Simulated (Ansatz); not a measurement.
SrMoO4 (I4₁/a, No. 88, 12 atoms in the cell; start mp-1179149) was calculated with r²SCAN+rVV10 (Ansatz, a program for electronic structure, PAW).

Settings: plane-wave cutoff 500 eV, 8×8×10 k mesh (along the axes of the cell as run), Fermi–Dirac smearing 0.05 eV, no spin polarisation, scalar-relativistic PAW data made under PBE.

Cell (relaxed at this level):

```
MoSrO4
1.0
    3.80755    -5.94710    -0.01969
    3.80755     5.94710    -0.01969
   -3.78784     0.00000     3.82729
Sr Mo O
2 2 8
Cartesian
  2.86059   4.46030   0.93713
  0.96667  -4.46030   2.85078
  2.86059  -1.48672   0.93713
  0.96667   1.48672   2.85078
 -0.46529   2.46447   3.22339
  4.29255  -2.46447   0.56451
  2.39863   2.46447   2.47816
  1.42863  -2.46447   1.30975
  0.59406   0.50902   1.41878
  3.23321  -0.50902   2.36913
  5.12713   0.50902   0.45548
 -1.29987  -0.50902   3.33243
```

### Question
Give the computed band gap.

### Answer

- band gap = 4.14 eV (on the SCF k mesh)

Note: the relaxation could not lower the start's symmetry, so the cell can be a saddle point above a distorted one.

Spin–orbit coupling is not included.

The computed numbers hold no vibrational or temperature effects.

It cost very roughly 18 core-minutes of CPU time.

A start named mp-… is a Materials Project structure, which need not be a measured phase.
